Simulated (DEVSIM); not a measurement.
**Si n-p junction from an implanted or diffused profile**

System: Si n-p junction from an implanted or diffused profile, at 300 K.

```
layer (left to right)  material  thickness (μm)  Na (cm⁻³)  τn (s)  τp (s)
---------------------  --------  --------------  ---------  ------  ------
1                            Si            4.20     5.2e15  6.4e-6  6.4e-6
```

Added donor profile: 8.5e18 cm⁻³ × exp(−(x − 0.075 μm)²/(2·(0.089 μm)²)). Left contact: ohmic. Right contact: ohmic. Voltage is applied to the left contact. Recombination: SRH at mid-gap, radiative. Mobility is μmin + (μ − μmin)/(1 + (N/Nref)^α).

The device is made up for the run: typed textbook-type constants, with dimensions and the other settings drawn at random. Values at 300 K.

```tsv
parameter	Si
gap (eV)	1.124
affinity (eV)	4.05
permittivity	11.7
Nc (cm⁻³)	2.86e19
Nv (cm⁻³)	3.1e19
μn (cm²/Vs)	1417
μp (cm²/Vs)	470
μn,min	52
μp,min	45
Nref,n	9.7e16
Nref,p	2.2e17
αn	0.68
αp	0.72
B (cm³/s)	4.7e-15
```

DEVSIM, 1D drift-diffusion, Boltzmann statistics, complete ionisation; no tunnelling, impact ionisation, image-force lowering or self-heating.

```yaml
potential_step_across_the_device_at_zero_bias: 0.859 V
Dark forward voltage at 1 A/cm²: 0.566 V
Dark forward voltage at 100 A/cm²: 0.697 V
```

Dark forward current:

(V (V), J (A/cm²)): (-0.05, -2.9e-9); (-0.10, -1.9e-8); (-0.15, -1.2e-7); (-0.20, -7.9e-7); (-0.25, -5.3e-6); (-0.30, -3.6e-5); (-0.35, -0.00025); (-0.40, -0.0017); (-0.45, -0.012); (-0.50, -0.081); (-0.55, -0.55); (-0.60, -3.7); (-0.65, -23); (-0.70, -110); (-0.75, -400); (-0.80, -1200); (-0.85, -3300)

Small-signal capacitance in reverse bias (quasi-static):

```json
[
 {"V (V)": "0.2", "C (nF/cm²)": "21.0"},
 {"V (V)": "0.5", "C (nF/cm²)": "18.3"},
 {"V (V)": "1", "C (nF/cm²)": "15.4"},
 {"V (V)": "1.5", "C (nF/cm²)": "13.6"},
 {"V (V)": "2", "C (nF/cm²)": "12.3"},
 {"V (V)": "3", "C (nF/cm²)": "10.5"},
 {"V (V)": "4", "C (nF/cm²)": "9.35"},
 {"V (V)": "5", "C (nF/cm²)": "8.51"},
 {"V (V)": "6.5", "C (nF/cm²)": "7.59"},
 {"V (V)": "8", "C (nF/cm²)": "6.91"},
 {"V (V)": "10", "C (nF/cm²)": "6.24"}
]
```
